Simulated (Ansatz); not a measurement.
Output of an Ansatz run (abridged):

```
WARN ansatz: RAYON_NUM_THREADS=1 ignored (pool sized by the plan → 1); use --threads N
Pseudopotentials: kind: paw
Pseudopotential: Ti, paw, valence charge 12
Pseudopotential: Tc, paw, valence charge 15
Crystal: 2 atoms, lattice volume = 29.899 Å³
Basis set: ecut = 500 eV, 751 PW (Γ)
Bands: 18, of which v1, the nominal top of the filled ones, is band 14 counted from 1 (13 counted from 0)
Symmetry: 48 space group operations
Space group: Pm-3m (ITA 221), of the structure as read, at distance tolerance 3.1e-5 Å
k-points: 56 of 1331
PAW frozen core: Ti, regenerated for the run's functional, and the local potential with it
PAW frozen core: Tc, regenerated for the run's functional, and the local potential with it
Initial density: superposition of atomic densities (chi_scale 0.1, normalization cell, long waves kept (reshape's long-wave potential 0.00 eV rms))
Initial wavefunctions: pseudopotential atomic-orbital guess
Eigensolver: davidson
Functional: x = slater, c = lda
SCF iter   1: F=—  HF=-7732.927145 eV  |F-HF|=—  |Δ(HF+E_count)|=         —  Δρ=6.41e-2  dr2=1.07e0  ethr=3.10e-3  ⟨swp⟩=4.8  Hψ=4068  notcnv=0
all-band conjugate gradients solve this SCF's bands
preconditioner: auto → none
SCF iter   2: F=—  HF=-7732.649953 eV  |F-HF|=—  |Δ(HF+E_count)|=   2.77e-1  Δρ=3.27e-2  dr2=2.67e-1  ethr=3.10e-3  ⟨swp⟩=2.2  Hψ=1752  notcnv=0
SCF iter   3: F=—  HF=-7732.567387 eV  |F-HF|=—  |Δ(HF+E_count)|=   8.26e-2  Δρ=2.82e-3  dr2=1.45e-3  ethr=9.88e-4  ⟨swp⟩=2.4  Hψ=1743  notcnv=0
SCF iter   4: F=—  HF=-7732.567641 eV  |F-HF|=—  |Δ(HF+E_count)|=   2.55e-4  Δρ=4.29e-4  dr2=5.70e-5  ethr=5.36e-6  ⟨swp⟩=2.3  Hψ=1583  notcnv=0
SCF iter   5: F=—  HF=-7732.567638 eV  |F-HF|=—  |Δ(HF+E_count)|=   3.41e-6  Δρ=6.22e-5  dr2=1.07e-6  ethr=2.11e-7  ⟨swp⟩=2.6  Hψ=1443  notcnv=0
SCF iter   6: F=-7732.567638 eV  HF=-7732.567638 eV  |F-HF|=5.40e-10  |Δ(HF+E_count)|=   1.32e-7  Δρ=5.50e-6  dr2=2.32e-9  ethr=3.70e-10  ⟨swp⟩=5.1  Hψ=4137  notcnv=0
SCF 1 converged in 6 iterations: F = -7732.567638 eV  dr2 = 2.32e-9
SCF converged after 6 iterations
Free energy (F): -7732.567638 eV
Harris-Foulkes:  -7732.567638 eV  (|F-HF|=5.40e-10)
Internal energy: -7732.505220 eV  (E = F + TS)
E sigma→0 (E₀):  -7732.536429 eV
Entropy (-TS):   -0.062417 eV (-31.209 meV/atom)
Fermi energy:    17.875058 eV
--- Per-component energies (eV) ---
  E_band       = -204.961124
  E_kinetic    = 897.826821
  E_local      = -1983.733848  (includes V_loc(G=0)·N_el)
  E_nonlocal   = 303.492210
  E_hartree    = 644.908901
  E_xc         = -335.133811
  E_vxc        = -416.735753  (∫ρ·V_xc dr)
  E_paw        = -4162.353227  (= ΣΔE_a)
  E_vpaw       = -295.628322  (= ΣTr[D̂ρ^β])
  E_aug_tail   = 0.000098  (compensation charges beyond the density's cutoff)
  E_ewald      = -3098.350035
  E_core_change = 0.837671  (= ΣΔE_core)
  E_smearing   = -0.062417  (= −TS)
  E_closure    = -0.000000  (closes the sum)
  Σ components = -7732.567638   (vs F -7732.567638, Δ=0.00e0)
--- Forces (eV/Å), atoms counted from 1 ---
  atom   1  Ti     0.00000000     0.00000000     0.00000000
  atom   2  Tc    -0.00000000     0.00000000    -0.00000000
  max |Σ_I F_I| component: 3.00e-29 eV/Å
--- Stress (GPa, compression-positive) ---
      -12.091753       0.000000       0.000000
        0.000000     -12.091753       0.000000
        0.000000       0.000000     -12.091753
  P = ⅓ Tr σ = -12.0918 GPa (-120.918 kbar)
  The stress holds the Pulay correction. Without it, at fixed plane waves, as pw.x and ABINIT print it: P = -12.1401 GPa
--- Band table (eV; the first three rows and the last of 56) ---
  k-point 0: bands = ["-48.0536", "-37.8265", "-20.1128", "-20.1128", "-20.1128", "-14.2845", "-14.2845", "-14.2845", "11.4602", "13.8736", "13.8736", "17.6065", "17.6065", "17.6065", "20.3767", "20.3767", "22.1139", "22.1139"]
  k-point 1: bands = ["-48.0522", "-37.8255", "-20.1271", "-20.1100", "-20.1100", "-14.3045", "-14.2859", "-14.2859", "11.6313", "13.9592", "14.0039", "17.5806", "17.5806", "17.6703", "20.2054", "20.4376", "21.7734", "21.7734"]
  k-point 2: bands = ["-48.0485", "-37.8226", "-20.1652", "-20.1025", "-20.1025", "-14.3577", "-14.2895", "-14.2895", "12.1205", "14.2106", "14.3627", "17.5193", "17.5193", "17.8566", "19.7298", "20.6050", "21.0322", "21.0322"]
  k-point 55: bands = ["-48.0063", "-37.7711", "-20.2584", "-20.2561", "-20.2561", "-14.4869", "-14.4869", "-14.4826", "15.3786", "15.4856", "15.4856", "17.2462", "17.2480", "17.2480", "20.0908", "20.0908", "21.4031", "21.4031"]
```

The structure:

```xyz
2
Lattice="3.1038 0.0000 0.0000 0.0000 3.1038 0.0000 0.0000 0.0000 3.1038" Properties=species:S:1:pos:R:3 pbc="T T T"
Ti     1.5519     1.5519     1.5519
Tc     0.0000     0.0000     0.0000
```

Problem. What input produced this log?

Solution. Other spellings and defaults could give the same log, and not every line can be read from it. The input that was run (DFT, LDA (PW92), plane waves, default PAW files made with PBE):

Ansatz 0.2 input:
```yaml
# TiTc
crystal:
  lattice:
    - [3.103753, 0.000000, 0.000000]
    - [0.000000, 3.103753, 0.000000]
    - [0.000000, 0.000000, 3.103753]
  atoms:
    - { symbol: Ti, position: [0.500000, 0.500000, 0.500000] }
    - { symbol: Tc, position: [0.000000, 0.000000, 0.000000] }
basis:
  ecutwfc: 500.0 eV
kpoints:
  mp_grid:
    grid: [11, 11, 11]
hamiltonian:
  xc: lda
  pseudopotentials:
    kind: paw
scf:
  occupations:
    method: fermi_dirac
    width: 0.1 eV
output:
  forces: true
  eigenvalues: true
  stress: true
```

The starting cell comes from a database of computed structures (which also holds hypothetical and non-ambient phases and stackings), without a prior relaxation at this level. Its lattice was rescaled by up to half a per cent. Spin polarisation is off. With a pressure of about -12 GPa the cell is away from its equilibrium volume at this level. Ansatz's pressure includes its estimate of the finite-basis (Pulay) stress.

Ansatz is a program for electronic structure.
